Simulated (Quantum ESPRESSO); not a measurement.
**Convergence test for HfO2 (Pca2_1, 12 atoms in the cell)**

```
HfO2
1.0
    5.30703     0.00000     0.00000
    0.00000     5.11331     0.00000
    0.00000     0.00000     5.12239
Hf O
4 8
Direct
  0.03000   0.26700   0.25000
  0.97000   0.73300   0.75000
  0.53000   0.73300   0.25000
  0.47000   0.26700   0.75000
  0.36100   0.06800   0.10600
  0.63900   0.93200   0.60600
  0.86100   0.93200   0.10600
  0.13900   0.06800   0.60600
  0.22900   0.53700   0.00000
  0.77100   0.46300   0.50000
  0.72900   0.46300   0.00000
  0.27100   0.53700   0.50000
```

Method: PBE, PSlibrary PAW (PBE) pseudopotentials (plane waves; Quantum ESPRESSO 7.5).

The starting cell was generated: these elements placed on a structure prototype, without a prior relaxation; it need not be a known phase or ordering of this composition. Its lattice was rescaled by a random factor within 2.5 % of one. In the base run, with a pressure of about -11 GPa the cell is away from its equilibrium volume at this level.

Held fixed: ecutwfc = 55 Ry; ecutrho = 330 Ry; occupations = smearing; smearing = gauss; degauss = 0.019992 Ry; potentials = {Hf: Hf.pbe-spn-kjpaw_psl.1.0.0.UPF, O: O.pbe-n-kjpaw_psl.0.1.UPF}; K_POINTS = automatic 3 3 3 0 0 0; conv_thr = 1e-10 Ry; mixing_beta = 0.3.

ΔF is the free energy per atom less that of the last row (112).

```tsv
nbnd	ΔF (meV/atom)	pressure (GPa)	largest force (eV/Å)	bands	iterations
48	0.00	-11.26	0.450	48	21
49	0.00	-11.26	0.450	49	21
50	0.00	-11.26	0.450	50	19
52	0.00	-11.26	0.450	52	18
56	0.00	-11.26	0.450	56	15
64	0.00	-11.26	0.450	64	15
80	0.00	-11.26	0.450	80	13
112	0.00	-11.26	0.450	112	12
```

Pressure within 0.2 GPa of the last row: from nbnd = 48 on, the coarsest one. The value it settles on is -11.3 GPa at this level of theory and with the other settings as held.

Largest force within 0.005 eV/Å of the last row: from nbnd = 48 on, the coarsest one. The value it settles on is 0.450 eV/Å at this level of theory and with the other settings as held.
